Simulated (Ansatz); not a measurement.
**Li2O: Li → Sr**

The parent structure is Li2O in the anti-fluorite structure (space group Fm-3m, No. 225; a = 4.5727 Å).

The change: every Li is replaced by Sr; the structure is relaxed again.

The values are results of Ansatz (a program for electronic structure) r2SCAN, no spin-orbit coupling, not measurements. Γ-centred 9×9×9 mesh, Fermi–Dirac width 0.05 eV, for the changed cell.

* **Volume per atom**: 22.41 Å³ (base 7.97 Å³)
* **Lattice parameter a**: 6.455 Å (base 4.573 Å)
* **Space group**: Fm-3m (No. 225) (base Fm-3m (No. 225))
* **Shortest interatomic distance**: 2.795 Å (base 1.980 Å)
* **Band gap**: 0.49 eV (base 5.77 eV)
* **Gap character**: indirect, L → Γ (base indirect, Γ → X)
* **Smallest direct gap**: 0.83 eV (base 6.20 eV)
* **Width of the top valence band**: 2.01 eV (base 1.53 eV)
* **Electron mass (degenerate bands, along [100])**: 0.71, 1.8 mₑ (at Γ)

Final structure:

```
CELL_PARAMETERS angstrom
      0.00000     3.22738     3.22738
      3.22738     0.00000     3.22738
      3.22738     3.22738     0.00000
ATOMIC_POSITIONS crystal
  O  0.00000 0.00000 0.00000
  Sr 0.25000 0.25000 0.25000
  Sr 0.75000 0.75000 0.75000
```

Effective masses come from finite differences of ±0.01 Å⁻¹. Whether these cells are dynamically stable was not tested. As relaxed here, Sr2O is a hypothetical phase, not in the database extracts checked.
